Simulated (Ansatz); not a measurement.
## Ta3Sn: pressure series

The reference is Ta3Sn in the A15 (Cr3Si type) structure (space group Pm-3n, No. 223; a = 5.261 Å).

Cell and atoms are relaxed at each pressure.

Level of theory: Ansatz (a quantum-chemistry and plane-wave program) PBEsol, no SOC.

| pressure (GPa) | volume per atom (Å³/atom) |
|---|---|
| -2 | 18.394 |
| -1 | 18.295 |
| 0 | 18.200 |
| 0.3 | 18.172 |
| 0.7 | 18.135 |
| 1.5 | 18.062 |
| 3 | ? |
| 7.5 | 17.554 |
| 10 | 17.362 |

### Question
Fit the third-order Birch–Murnaghan form P(V) = (3B₀/2)[(V₀/V)^(7/3) − (V₀/V)^(5/3)]·[1 + (3/4)(B₀′ − 4)((V₀/V)^(2/3) − 1)] (squares taken in P) to the rows shown and predict the withheld row.

### Answer
Least squares on the printed values gives V₀ = 18.200 Å³/atom, B₀ = 193 GPa, B₀′ = 3.9; this predicts 17.928 Å³/atom, and the run gives 17.927 Å³/atom, in agreement.

Load acts through the strain it causes; cell and atoms are relaxed under it. No phonon test of stability was made. Competing high-pressure phases were not computed. The final runs are not spin-polarised.
